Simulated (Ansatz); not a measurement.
Crystal: SrTe (Fm-3m, rock salt, not sure to be the ambient phase, 2 atoms a cell, 37.8 Å³ an atom); both levels run on this one cell.

Complex bands along the normal of (111) by Ansatz (plane waves, PAW, no spin-orbit coupling). r2SCAN gives a gap of 2.18 eV and a slowest mid-gap decay of 0.192 1/Å.

**Question.** What does PBE give on the same cell, and what does that do to the current through 2 nm?

**Answer.** Gap 1.78 eV, κ = 0.164 1/Å. The mid-gap transmission through 2 nm changes by exp(2 × 20 × (0.192 − 0.164)) = a factor of 3.1 against r2SCAN.

Ansatz is a first-principles code.
